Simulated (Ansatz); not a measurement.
Ge: stress against strain

Ge (diamond, Fd-3m, 22.838 Å³/atom at rest) under an equal strain ε in the (111) plane with the normal axis free, as in a coherent film. r2SCAN in Ansatz, a plane-wave DFT program (PAW, default set), 500 eV, 10×10×10 Γ-centred mesh, Fermi-Dirac smearing 0.05 eV; ions are relaxed within the symmetry of each cell. Stress is positive for a compressed cell.

Here s stands for strain and y for stress xx.

```csv
strain (%),stress xx (GPa)
-2.50,?
-1.25,2.37
-0.83,1.55
-0.42,0.77
0.00,0.01
0.42,-0.73
0.83,-1.41
1.25,-2.07
```

The 7 complete rows are fitted with a straight line, y against s. Means: s 0, y 0.070. About the means, the sum of products is -8.6368 and the sum of squares of s is 4.8556; the slope is their ratio. Least squares gives y = 0.070 - 1.7787·s. Residuals (row less fit): 0.077, 0.004, -0.047, -0.060, -0.053, -0.004, 0.083; standard error 0.066 (degrees of freedom: 5). The slope gives the biaxial elastic modulus of this plane = 178 ± 3 GPa.

Question: Predict the withheld y at s = -2.50 from the fit, and compare with the calculation.

Answer: y = 0.070 - 1.7787 × (-2.50) = 4.517 GPa. The calculation gives 5.01 GPa, 0.493 GPa above the prediction (7.0 % of the range of y in the table). The row lies outside the fitted rows, so this is an extrapolation. From the scatter of the fitted rows alone, a prediction at this place has a standard error of 0.102 GPa, so the miss is 4.8 times that.

One order more, fitted to all 13 runs of the series, follows each within 0.01, so the miss is the next term of a smooth law. Rows are the converged runs of the series near zero and its far end; series whose fitted rows scatter by over a few per cent of the range, as at a crossing or softening among them, aren't shown in this form. Most that stay on the fit to the last digits aren't either.
